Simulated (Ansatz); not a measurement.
Abridged Ansatz (an electronic-structure program) output:

```
Relaxation: its limit of steps is 60 (relax.max_steps)
Pseudopotential: Ti, paw, valence charge 12
Pseudopotential: B, paw, valence charge 3
Crystal: 3 atoms, lattice volume = 23.184 Å³
Basis set: ecut = 500 eV, 575 PW (Γ), exchange–correlation on 96×96×96 points (64 copies of the dense FFT grid, shifted against one another)
Bands: 13, of which v1, the nominal top of the filled ones, is band 9 counted from 1 (8 counted from 0)
Symmetry: 24 space group operations
k-points: 296 of 4536
Functional: x = r2scan, c = r2scan; τ floored in thin density (d = 2e-4 eV/Å³)
SCF iter   1: F=—  HF=-2820.564692 eV  |F-HF|=—  |Δ(HF+E_count)|=         —  Δρ=1.41e-2  dr2=4.19e-2  dr2_τ=3.67e-1  ethr=1.77e-3  ⟨swp⟩=5.3  Hψ=18936  notcnv=0
SCF iter   2: F=—  HF=-2820.638853 eV  |F-HF|=—  |Δ(HF+E_count)|=   7.42e-2  Δρ=5.08e-3  dr2=3.65e-3  dr2_τ=5.52e-4  ethr=2.33e-4  ⟨swp⟩=3.1  Hψ=10149  notcnv=0
SCF 1 converged in 7 iterations: F = -2820.639206 eV  dr2 = 2.03e-9
relax step   1: F+E_penalty+E_count = -2820.63920615 eV  Δ(F+E_penalty+E_count) = +0.000e0 eV  max|allowed force component| = 1.604e-16 eV/Å  Δτ_max = 0.0000 Å  P = +29.990 GPa  Ω = 23.184 Å³  (7 SCF iters, dr2 threshold 1.00e-7 eV, accepted)
[... steps on the carried basis left out ...]
relax step   5: F+E_penalty+E_count = -2820.43811497 eV  Δ(F+E_penalty+E_count) = +2.840e-4 eV  max|allowed force component| = 2.405e-16 eV/Å  Δτ_max = 0.0000 Å  P = +44.986 GPa  Ω = 22.320 Å³  stress off target by 1.63e-2 GPa  SCF on the basis re-selected at this cell (its energy is not comparable with the rows above)  (6 SCF iters)
SCF converged after 6 iterations
Free energy (F): -2820.438115 eV
Internal energy: -2820.435700 eV  (E = F + TS)
E sigma→0 (E₀):  -2820.436907 eV
Entropy (-TS):   -0.002415 eV (-0.805 meV/atom)
Fermi energy:    17.699544 eV
--- Forces (eV/Å), atoms counted from 1 ---
  atom   1  Ti     0.00000000     0.00000000     0.00000000
  atom   2  B      0.00000000    -0.00000000     0.00000000
  atom   3  B      0.00000000     0.00000000     0.00000000
--- Stress (GPa, compression-positive) ---
       44.983747      -0.000000       0.000000
        0.000000      44.983747       0.000000
        0.000000       0.000000      44.990516
  P = ⅓ Tr σ = 44.9860 GPa (449.860 kbar)
--- Relaxed structure (4 steps of the walk, 4 accepted, 1 SCFs on fresh bases) ---
  cell:  # Å, volume = 22.3197 Å³
    - [2.90825680763027, 0.0, 0.0]
    - [-1.454128403815135, 2.518624276136847, 0.0]
    - [0.0, 0.0, 3.0471419748110184]
  atoms:
    - { symbol: Ti, position: [-3.523915109449226e-34, -2.6255879759306702e-36, 0.0] }
    - { symbol: B, position: [0.33333333333333326, 0.6666666666666665, 0.5] }
    - { symbol: B, position: [0.6666666666666666, 0.33333333333333326, 0.5] }
```

What was computed, and what are the main results?

TiB2, 3 atoms in the cell, with Ansatz, r2SCAN, PAW, cutoff 500 eV, no spin-orbit coupling, from a series relaxed to a target (pressure 45 GPa). The last SCF converged to F = -2820.438115 eV, or -940.1460 eV per atom, at a pressure of 44.99 GPa. The total energy compares only with runs of the same code, potentials and settings.

Load acts through the strain it causes; cell and atoms are relaxed under it. Stability against distortions was not tested. Competing high-pressure phases were not computed. All final runs are without spin polarisation. The cell was made from TiB2 (space group P6/mmm, No. 191) by this change: pressure 45 GPa.

Keys are those of Ansatz 0.2.
